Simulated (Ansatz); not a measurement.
The starting structures come from a database of crystals and need not be the phases stable at ambient conditions.

 Where the default PAW files enter, the runs use the earlier of Ansatz's two default sets.

The decay constant κ of evanescent states in the gap governs leakage through a thin film.

Consider the following.

```yaml
crystal:
  lattice:
    - [4.79854, 0.00000, 0.00000]
    - [-2.39927, 4.15566, 0.00000]
    - [0.00000, 0.00000, 8.20590]
  atoms:
    - { symbol: Ba, position: [0.00000, 0.00000, 0.00000] }
    - { symbol: Mg, position: [0.66667, 0.33333, 0.37666] }
    - { symbol: Mg, position: [0.33333, 0.66667, 0.62334] }
    - { symbol: Sb, position: [0.66667, 0.33333, 0.73051] }
    - { symbol: Sb, position: [0.33333, 0.66667, 0.26949] }
```

Space group of this cell: P-3m1. The cell is taken as given.

Transport runs along the normal of the first two printed cell vectors, the (001) plane of the conventional cell.

No gap correction and no spin-orbit coupling; mid-gap values are interpolated between computed energies.

**Question.** Compute, with r2SCAN (Ansatz, a program for electronic structure), the band gap and the smallest decay constant κ at mid-gap.

**Answer.** Gap 1.21 eV on a 12×12×4 mesh; κ = 0.119 1/Å, at the zone centre.
